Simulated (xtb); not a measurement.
xtb 6.7.1, GFN2-xTB: Fe(OH2)6 ([OH2]->[Fe+2](<-[OH2])(<-[OH2])(<-[OH2])(<-[OH2])<-[OH2]), charge +2, multiplicity 5, 19 atoms. The geometry is a generated start, not checked to be a minimum at this level.

```yaml
run_flags: --grad
method: GFN2-xTB
"--acc": 1 (default)
"--etemp (K)": 300 (default)
basis_functions: 46
valence_electrons: 54
```

```xyz
19

Fe     0.0194    -0.0392    -0.0106
O     -0.8863     1.9224    -0.9406
H     -1.6948     1.9962    -1.4592
H     -0.4089     2.7462    -1.0830
O      1.8959     1.1281     0.7904
H      1.8529     1.9405     1.3056
H      2.8240     0.8716     0.7883
O      1.2384    -0.4401    -1.9743
H      2.1741    -0.2753    -2.1321
H      0.8805    -0.7287    -2.8204
O     -1.1390     0.6254     1.9239
H     -1.8510     1.2717     1.9806
H     -0.9805     0.3300     2.8260
O     -1.7804    -1.2464    -0.9244
H     -1.7406    -2.1007    -1.3670
H     -2.7175    -1.0506    -0.8147
O      0.6646    -1.9877     1.1270
H      0.1271    -2.7740     1.2704
H      1.5223    -2.1893     1.5140
```

Charge 2 and multiplicity 5 are set for this test and not shown to be the ground state. GFN-xTB has no spin term: --uhf 4 sets the occupations alone.

One run each on 1 thread. Values of broydamp tried: 0.02, 0.05, 0.1, 0.2, 0.4 (default), 0.6, 0.8, 1.

Task: How does the count of SCC iterations change with broydamp, and where is it least?

Result: Fewest SCC iterations, within one of each other: 0.2 with 12, 0.4 (default) with 13, 0.8 with 13, 1 with 13. The count rises to 24 at 0.02. All converge to one solution.

```json
[
 {"broydamp": "0.02", "SCC iterations": "24", "end": "same solution"},
 {"broydamp": "0.05", "SCC iterations": "19", "end": "same solution"},
 {"broydamp": "0.1", "SCC iterations": "16", "end": "same solution"},
 {"broydamp": "0.2", "SCC iterations": "12", "end": "same solution"},
 {"broydamp": "0.4 (default)", "SCC iterations": "13", "end": "same solution"},
 {"broydamp": "0.6", "SCC iterations": "14", "end": "same solution"},
 {"broydamp": "0.8", "SCC iterations": "13", "end": "same solution"},
 {"broydamp": "1", "SCC iterations": "13", "end": "same solution"}
]
```
